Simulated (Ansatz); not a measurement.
This concerns the energy of the reaction as written. Reaction: cell B → cell A. Negative: the products are lower in energy.

Cell A: a sheet of composition Pb2, 2 atoms, hexagonal cell of 4.93 Å (21.1 Å²), symmetry P-3m1 within 0.02 Å, 0.9 Å thick under 16 Å of vacuum, in-plane vectors relaxed; planes from bottom to top: Pb × 2; a model cell; spin state with PBE: run without spin, k-point mesh 18×18×1.
```xyz
2
Lattice="4.9329 0.0000 0.0000 -2.4664 4.2720 0.0000 0.0000 0.0000 17.1026" Properties=species:S:1:pos:R:3 pbc="T T T"
Pb     0.0000     2.8480     9.0216
Pb     2.4664     1.4240     8.0809
```

Cell B: a sheet of composition Pb2, 2 atoms, hexagonal cell of 5.19 Å (23.4 Å²), symmetry P6/mmm within 0.02 Å, 0.0 Å thick under 16 Å of vacuum, in-plane vectors relaxed; planes from bottom to top: Pb2, all atoms in one plane; a model cell; spin state with PBE: run without spin, k-point mesh 18×18×1.
```
Pb
1.0
    5.19290     0.00000     0.00000
   -2.59645     4.49718     0.00000
    0.00000     0.00000    16.00000
Pb
2
Direct
  0.33333   0.66667   0.50000
  0.66667   0.33333   0.50000
```

Computed with Ansatz (plane waves, PAW), its PAW set soft_1, cutoff 420 eV, 500 eV for r2SCAN. The structures are at rest with PBE; other levels are single points on them. Neutral cells; Fermi-Dirac smearing of at most 0.10 eV in the solids, energies taken to zero width. The lattices are those relaxed with PBE, so at other levels the solids can be strained, which adds to the spread. A dispersion term (D3(BJ), or D4 for r2SCAN) was computed beside these levels and is taken off wherever the name lacks it. Space groups of crystals are read within 0.01 Å. No zero-point or thermal terms. The runs are scalar-relativistic, without spin-orbit coupling. The cells' k-point meshes differ in density, so the last digit is unsettled. Cell A has symmetry P-3m1 within 0.02 Å and got no random move, so less symmetric positions, which may lie lower, weren't tried. Cell B has symmetry P6/mmm within 0.02 Å and got no random move, so less symmetric positions, which may lie lower, weren't tried.

Give the value at the level r2SCAN.

-0.51 eV, for cell B → cell A.

What do the other levels give, and how wide is the spread?


```tsv
Level	value (eV)	less r2SCAN
PBE	-0.46	0.05
```

The levels shown span only 0.05 eV, too little to tell them apart.

Ansatz is a program for electronic structure.
